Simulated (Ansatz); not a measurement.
Functionals compared on the (001) surface of MnP-type NiSi in its 1x1 cell (cut with top plane Si, bottom plane Si), outermost plane spacing 0.59 Å in the ideal cut, in Ansatz (plane waves, PAW). The structure was relaxed with PBE; the other rows are single points on it, each with its references at the same level. Cutoff 420 eV (500 eV for r2SCAN).

Set-up: 16 atoms, Ni8Si8, 10.3 Å thick at the start (thin: gaps and levels are the slab's own); mesh 11x7x1; 0.1 eV smearing; dipole correction on; all atoms relaxed; start symmetry kept, larger cells not searched; no spin (magnetic order not tried), no spin-orbit, no U. These notes are the PBE run's.

```json
[
 {"functional": "PBE", "surface energy (J/m²)": "1.86", "work function of the top face (eV)": "4.47", "rough cost of the single point": "–"},
 {"functional": "LDA", "surface energy (J/m²)": "2.19", "work function of the top face (eV)": "4.70", "rough cost of the single point": "very roughly 3 core-minutes"},
 {"functional": "PBEsol", "surface energy (J/m²)": "[?]", "work function of the top face (eV)": "[?]", "rough cost of the single point": "around 3.0 core-minutes (rough)"},
 {"functional": "RPBE", "surface energy (J/m²)": "1.71", "work function of the top face (eV)": "4.37", "rough cost of the single point": "roughly 2.8 core-minutes"},
 {"functional": "r2SCAN", "surface energy (J/m²)": "2.03", "work function of the top face (eV)": "4.52", "rough cost of the single point": "around 6 core-minutes (rough)"}
]
```

Question: What belongs in the gaps?

Answer: 
- PBEsol, surface energy (J/m²): 2.12
- PBEsol, work function of the top face (eV): 4.54

Ansatz is an electronic-structure program.
